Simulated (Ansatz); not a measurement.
Consider the following.

```yaml
crystal:
  lattice:
    - [11.65756, 0.00000, 0.00000]
    - [0.00000, 4.00401, 0.00000]
    - [0.00000, 0.00000, 4.18384]
  atoms:
    - { symbol: Sn, position: [0.62262, 0.75000, 0.59607] }
    - { symbol: Sn, position: [0.87738, 0.25000, 0.09607] }
    - { symbol: Sn, position: [0.37738, 0.25000, 0.40393] }
    - { symbol: Sn, position: [0.12262, 0.75000, 0.90393] }
    - { symbol: S, position: [0.34776, 0.75000, 0.97664] }
    - { symbol: S, position: [0.15224, 0.25000, 0.47664] }
    - { symbol: S, position: [0.65224, 0.25000, 0.02336] }
    - { symbol: S, position: [0.84776, 0.75000, 0.52336] }
```

No spin polarisation.

The values are results of PBE-D3(BJ) in Ansatz (plane waves to 420 eV, PAW, no SOC), not measurements. k-mesh 3×8×8 (Γ-centred); smearing 0.05 eV (Fermi–Dirac).

Q: Predict the gap character, smallest direct gap and band gap.

A: 
```json
{
 "gap_character": "indirect, Γ–Z (83 % along) → Γ",
 "smallest_direct_gap": "0.87 eV",
 "band_gap": "0.37 eV"
}
```

Load acts through the strain it causes; cell and atoms are relaxed under it. Beyond what the load breaks, stability against distortions was not tested. The cell was made from SnS in the GeS type structure (space group Pnma, No. 62) by this change: uniaxial stress, 2 GPa tension along x.

Ansatz is a first-principles code.
